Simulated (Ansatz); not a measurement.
The parent structure is Sn in the diamond structure (space group Fd-3m, No. 227; a = 6.5665 Å).

Method: r2SCAN (Ansatz, a quantum-chemistry and plane-wave program), no SOC.

For the base:

The pressure comes out as 0.0 GPa and the band gap is zero.

Now apply this change: an isotropic linear strain of +1.00 %; the atoms relax in the strained cell.

### Question
Estimate the effect on the energy relative to the base.

### Answer
The energy increases by 4.1 meV/atom.

### Question
Predict the new pressure.

### Answer
The pressure goes from zero to -1.2 GPa.

### Question
What does the calculation give for the band gap after the change?

### Answer
The band gap stays zero.

Whether these cells are dynamically stable was not tested.
